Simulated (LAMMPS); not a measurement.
Simulation of ZnS (zinc blende), 4096 atoms, at 1200 K and 2 GPa, heated as the crystal.

Model: classical MD, pair style sw, file CdTeZnSeHgS0.sw, run in LAMMPS.

Starting crystal:

```
ZnS
1.0
    5.41000     0.00000     0.00000
    0.00000     5.41000     0.00000
    0.00000     0.00000     5.41000
Zn S
4 4
Direct
  0.00000   0.00000   0.00000
  0.00000   0.50000   0.50000
  0.50000   0.00000   0.50000
  0.50000   0.50000   0.00000
  0.25000   0.25000   0.75000
  0.25000   0.75000   0.25000
  0.75000   0.25000   0.25000
  0.75000   0.75000   0.75000
```

Question: Estimate the state found, the volume per atom, the enthalpy per atom, the coordination number of S by Zn, the most common S-Zn-S angle for this model.

Answer: state found: crystal; no diffusion seen in 30 ps; volume per atom: 20.2041 ± 0.0008 Å³/atom; enthalpy per atom: -2.5214 ± 0.0003 eV/atom; coordination number of S by Zn: 4.00 (counted to 3.26 Å); most common S-Zn-S angle: at the 3° bin centred on 109.5°, after smoothing over three bins (mean of all 109°).

Caution: in nature this polymorph isn't the stable one over the whole range of temperature at this pressure, and short runs keep a crystal in its starting form. Caution: a run this short can hold a crystal over, or a liquid under, the potential's own melting point, which these runs don't give.
